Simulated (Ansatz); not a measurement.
**Armchair MoS2 nanoribbon, N = 7, bare edges**

Levels: PBE (plane waves to 420 eV, PAW; Ansatz, a quantum-chemistry and plane-wave program); PBE with spin-orbit coupling run with Ansatz; r2SCAN (plane waves to 500 eV, PAW; Ansatz). Unmarked values and the geometry are of the first. Mesh 1×1×6. No spin polarisation, so a magnetic state wasn't tested. Periodic along z alone, with about 11 Å of vacuum beside it. An idealised model, cut from the flat sheet. It keeps the symmetry and period of its start, so it need not be a minimum against all distortions. Values not marked SOC lack spin–orbit coupling. Buckling under compression is shut out by symmetry and the short period.

period along the axis (21 atoms): 5.460 Å
largest distance between nuclei across the axis: 10.21 Å
edge energy against the flat MoS2 sheet, per length of one edge: +0.720 eV/Å
PBE gap: 0.45 eV, indirect, from Γ to k = 0.219 × 2π/c
electron mass along the axis (PBE): 2.6 mₑ
hole mass along the axis (PBE): 0.99 mₑ
PBE+SOC gap at this geometry: 0.45 eV
r2SCAN gap at this geometry: 0.63 eV
axial stiffness dF/dε: 101 nN

```
CELL_PARAMETERS angstrom
     21.00000     0.00000     0.00000
      0.00000    14.50000     0.00000
      0.00000     0.00000     5.46034
ATOMIC_POSITIONS crystal
  S  0.26835 0.39282 0.65818
  Mo 0.28057 0.50000 0.35421
  S  0.26835 0.60718 0.65818
  S  0.34880 0.38988 0.16234
  Mo 0.34435 0.50000 0.84109
  S  0.34880 0.61012 0.16234
  S  0.42254 0.39392 0.66793
  Mo 0.42394 0.50000 0.32814
  S  0.42254 0.60608 0.66793
  S  0.50000 0.39185 0.16646
  Mo 0.50000 0.50000 0.83308
  S  0.50000 0.60815 0.16646
  S  0.57746 0.39392 0.66793
  Mo 0.57606 0.50000 0.32814
  S  0.57746 0.60608 0.66793
  S  0.65120 0.38988 0.16234
  Mo 0.65565 0.50000 0.84109
  S  0.65120 0.61012 0.16234
  S  0.73165 0.39282 0.65818
  Mo 0.71943 0.50000 0.35421
  S  0.73165 0.60718 0.65818
```
